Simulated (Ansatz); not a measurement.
System: Ti₃InC (Pm-3m, No. 221, 5 atoms in the cell; start mp-20325). Method: LDA (plane waves, PAW; Ansatz, a first-principles code).

Numerical settings: plane-wave cutoff 520 eV, 14×14×14 k mesh, Fermi–Dirac smearing 0.05 eV, no spin polarisation, scalar-relativistic PAW data made under PBE.

Cell (relaxed at this level):

```
InTi3C
1.0
    4.16050     0.00000     0.00000
    0.00000     4.16050     0.00000
    0.00000     0.00000     4.16050
Ti In C
3 1 1
Direct
  0.50000   0.50000   0.00000
  0.00000   0.50000   0.50000
  0.50000   0.00000   0.50000
  0.00000   0.00000   0.00000
  0.50000   0.50000   0.50000
```

Predict the bulk modulus.


bulk modulus: 170 GPa

Note: the run has no spin polarisation, so it can have missed a magnetic state; the bulk modulus is −V dP/dV from two relaxed cells at ±2 % in volume; the relaxation could not lower the start's symmetry, so the cell can be a saddle point above a distorted one.

Spin–orbit coupling is not included; it can open a gap where bands touch, and shift volumes and moduli.

Static lattice: no zero-point or thermal effects.

A start named mp-… is a Materials Project structure, which need not be a measured phase.
